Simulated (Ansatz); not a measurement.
Response to strain in GaSb

Base system: GaSb in the zinc blende structure (space group F-43m, No. 216; a = 6.049 Å). Axes: x, y, z lie along the cube axes.

Strains are applied to the cell and any free atomic positions relax; under biaxial strain the out-of-plane vector relaxes too.

Method: LDA (Ansatz, a program for electronic structure; PAW; 420 eV plane waves; scalar-relativistic without spin-orbit coupling).

Notes on the quantities. energy relative to the base: free energy F.

| biaxial strain, plane normal [001], relaxed out of plane (%) | energy relative to the base (meV/atom) |
|---|---|
| -3 | 15.1 |
| -2.5 | 10.3 |
| -2 | 6.5 |
| -1.5 | 3.6 |
| -1 | 1.6 |
| -0.5 | ? |
| 0 | 0.0 |

Q: Fit ΔE = Aε² + Bε³ (ε in %) to the rows shown and predict the withheld row.

A: Least squares on the printed values gives A = 1.52 and B = -0.052 meV/atom (largest residual 0.0 meV/atom); this predicts 0.4 meV/atom, and the run gives 0.4 meV/atom, in agreement.

No phonon test of stability was made.
